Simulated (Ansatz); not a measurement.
A15 Nb3Sn (cubic form, which distorts at low temperature): PBE at its full settings (plane-wave cutoff 520 eV, 10×10×10 k mesh, Fermi–Dirac smearing 0.05 eV, no spin polarisation, scalar-relativistic PAW data made under PBE) and at cheaper ones, in a cell of 8 atoms with Γ-centred meshes.

| level and setting | equilibrium lattice constant a (Å) | bulk modulus (GPa) |
|---|---|---|
| PBE (Ansatz) | 5.319 | 162 |
| PBE (250 eV cutoff) (Ansatz) | 5.330 | 157 |
| PBE (300 eV cutoff) (Ansatz) | 5.320 | 163 |
| PBE (Γ point alone) (Ansatz) | 5.175 | 207 |
| PBE (2×2×2 k mesh) (Ansatz) | 5.340 | 149 |
| PBE (4×4×4 k mesh) (Ansatz) | 5.316 | 161 |
| PBE (4×4×4 k mesh and 300 eV cutoff) (Ansatz) | 5.318 | 168 |
| PBE (6×6×6 k mesh) (Ansatz) | 5.318 | 162 |
| PBE (Fermi-Dirac smearing of 0.3 eV) (Ansatz) | 5.329 | 159 |

Largest shifts from the full settings: lattice constant a -2.71 % (PBE (Γ point alone)), against a difference of +0.57 % of the full result from the reference 5.289 Å (measured, temperature not stated, not corrected to a static lattice; as tabulated in Priinits et al. (2024), arXiv:2406.00817); bulk modulus +28 % (PBE (Γ point alone)), against a difference of -1.8 % of the full result from the reference 165 GPa (measured, 4 K, zero-point motion not removed; as tabulated in Lu and Klein (1997), arXiv:cond-mat/9704251).

The full settings aren't shown to be converged themselves.

Caveats: symmetry holds this phase in the static calculation, where it need not be a minimum (PBE, PBE (250 eV cutoff), PBE (300 eV cutoff), PBE (Γ point alone), PBE (2×2×2 k mesh), PBE (4×4×4 k mesh), PBE (4×4×4 k mesh and 300 eV cutoff), PBE (6×6×6 k mesh), PBE (Fermi-Dirac smearing of 0.3 eV)). Ansatz's density-functional and Hartree–Fock values are scalar-relativistic unless marked +SOC, with PAW data made under PBE.

Run with cheap settings on purpose, which may leave them unconverged: PBE (250 eV cutoff), PBE (2×2×2 k mesh), PBE (300 eV cutoff), PBE (4×4×4 k mesh and 300 eV cutoff), PBE (4×4×4 k mesh), PBE (6×6×6 k mesh), PBE (Fermi-Dirac smearing of 0.3 eV), PBE (Γ point alone).

Ansatz is an electronic-structure program.
